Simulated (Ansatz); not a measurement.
Take CoSi2 (space group Fm-3m, No. 225; non-magnetic) as the base.

```xyz
3
Lattice="0.0000 2.6574 2.6574 2.6574 0.0000 2.6574 2.6574 2.6574 0.0000" Properties=species:S:1:pos:R:3 pbc="T T T"
Co     0.0000     0.0000     0.0000
Si     1.3287     1.3287     1.3287
Si     3.9862     3.9862     3.9862
```

Cartesian axes are those of the cell as printed.

Method: Ansatz (an electronic-structure program) r2SCAN, scalar-relativistic without spin-orbit coupling.

Before the change:

* **Pressure**: 0.0 GPa
* **Shortest interatomic distance**: 2.301 Å

It is then changed as follows: a pure shear with ε_xy = ε_yx = 0.0046; the atoms relax in the strained cell.

**Question.** Estimate the effect on the energy relative to the base, pressure and shortest interatomic distance.

**Answer.** The energy increases by 0.3 meV/atom; the pressure (mean of the normal stresses, compression positive) stays 0.0 GPa; the shortest interatomic distance shrinks by 0.0028 Å to 2.299 Å.

Without a gap, meshes like the base's 15×15×15 leave anisotropic stresses uncertain by several tenths of a GPa, and small strain energies with them. No phonon test of stability was made. Starting moments died away, wholly or in part, for the base; another magnetic solution may exist. The final runs are not spin-polarised. An odd electron count without spin: CoSi2.
